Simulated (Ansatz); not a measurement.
Model glasses of amorphous ZrO2, 61 to 67 atoms (Zr20O40 before any change). Each row is one cell at a composition chosen by hand, melted whole on the CHGNet potential with the anions pushed apart under 1.9 Å, quenched within some picoseconds, far faster than a real film, and relaxed with PBE, scalar-relativistic without spin-orbit coupling (plane waves to 420 eV, PAW; Ansatz, a program for electronic structure). Each is the lower in DFT energy of 2 quenches. Cycles of charging and discharging were tried on the cells ahead of these points, and a cell that came back lower was taken. The column on the box says what of it was relaxed with the atoms; held means as the quench left it. Cells that kept moments or hold spare charge are left out, and those that charging annealed. So are cells far out in the fitted variable, so that no row sets the line alone.

From the neutral cell one electron is taken away, or one added, and the atoms relax (PBE, the zone centre alone, moment held at 1 μB, uniform background; no image-charge correction, which leaves W too low where the charge is localised). W = E(+1) + E(−1) − 2 E(0) is the cost of moving an electron from one such cell to another; the spacing parts the highest filled and lowest empty level of the neutral cell, which ran without spin polarisation.

Formal charges balance in every cell (each cation at its usual highest valence, Cu and Ag at +1, Sb at +3, H at +1, O at −2, N at −3, F and Cl at −1). R− and R+ are the energies that the atoms' relaxation gave back after the electron was added or removed.

```csv
cell,change,box,spacing (eV),R− (eV),R+ (eV),spacing − R− − R+ (eV),W (eV)
Zr20O45Nb2,"+2 Nb, +5 O",held,2.98,0.23,0.18,2.57,2.75
Zr20O42Si,"+2 O, +1 Si",volume,3.39,0.16,0.41,2.82,2.90
Zr20O43Y2,"+3 O, +2 Y",volume,3.37,0.18,0.34,2.85,withheld
Zr20O42Ti,"+2 O, +1 Ti",volume,3.44,0.23,0.32,2.89,3.06
Zr20O43La2,"+2 La, +3 O",held,3.60,0.20,0.25,3.15,3.22
Zr20O39F2,"+2 F, −1 O",held,3.70,0.25,0.23,3.22,3.33
```

Task: Fit a straight line of the last column on the one before it through the 5 full rows, and predict the withheld value for Zr20O43Y2.

Result: Means: x = 2.930, y = 3.052. Slope = Σ(Δx Δy) / Σ(Δx²) = 0.2427 / 0.2758 = 0.880; intercept = 3.052 − (0.880) × 2.930 = 0.474 eV; r.m.s. residual 0.036 eV. Prediction: 0.474 + (0.880) × 2.85 = 2.98 eV. The run gave 2.94 eV, a miss of 0.04 eV, within twice the residual.

Task: What would a slope of 1 with no intercept mean?

Result: That adding and removing an electron at fixed atoms costs just the level spacing, as it does for levels spread over a large cell, so that W follows by bookkeeping. The fit has 0.880 and 0.474 eV; a departure holds the carrier's repulsion on its site, which raises W, and the uncorrected background, which lowers it.
